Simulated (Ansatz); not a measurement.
Partial pair distribution functions of a relaxed model of amorphous Si₃₀N₄₂Ca₃, broadened by 0.06 Å; density 2.96 g/cm³. All values below come from PBE, scalar-relativistic without spin-orbit coupling (plane waves to 420 eV, PAW; Ansatz, an electronic-structure program).

It comes from a melt-quench run on a machine-learned potential (CHGNet), relaxed afterwards by DFT. N atoms were pushed apart under 1.9 Å during the dynamics, to hinder bonds among them. The hot cell started wider than the set density and was brought back towards it in steps. It is the lowest in DFT energy of 2 quenches. It is a model cell: composition and starting density were chosen by hand, and all elements were melted together. No dispersion term was used. Its density started from a set value of 3.00 and ended at 2.96 g/cm³. The simulated quench (nominally 300 K/ps over its main leg) is rapid and tends to freeze in more defects than a deposited or slowly cooled glass has. A cell of this size samples the disorder only roughly. Volume and shape were free in the relaxation.

```tsv
r (Å)	g Si-N	g N-Ca	g Si-Si	g N-N
1.45	0.01	0.00	0.00	0.00
1.55	0.43	0.00	0.00	0.00
1.65	4.77	0.00	0.00	0.00
1.75	9.98	0.00	0.00	0.00
1.85	5.01	0.00	0.00	0.00
1.95	0.98	0.00	0.00	0.00
2.05	0.14	0.00	0.00	0.00
2.15	0.07	0.26	0.00	0.00
2.25	0.06	2.17	0.01	0.02
2.35	0.04	2.79	0.29	0.22
2.45	0.00	2.56	0.68	0.60
2.55	0.00	1.69	0.48	0.98
2.65	0.00	0.58	0.30	1.70
2.75	0.07	1.06	0.80	2.85
2.85	0.22	1.37	2.13	3.97
2.95	0.24	1.17	3.90	3.18
3.05	0.52	0.83	4.57	2.23
3.15	0.76	0.92	2.85	1.33
3.25	0.81	1.08	1.53	0.73
3.35	1.11	0.66	0.95	0.47
3.45	1.53	0.39	0.35	0.48
3.55	1.32	1.31	0.15	0.40
3.65	1.00	1.93	0.15	0.51
3.75	0.97	0.89	0.26	0.69
3.85	1.40	0.74	0.31	0.56
3.95	1.47	0.84	0.53	0.48
4.05	1.67	0.76	0.56	0.48
4.15	1.44	0.97	0.56	0.57
4.25	1.29	1.12	0.60	0.66
4.35	1.74	0.94	0.50	0.59
4.45	1.57	1.46	0.73	0.72
4.55	1.04	1.00	0.82	1.07
4.65	0.80	1.33	0.89	0.90
```

Within 2.38 Å each Si has 4.07 N neighbours on average.
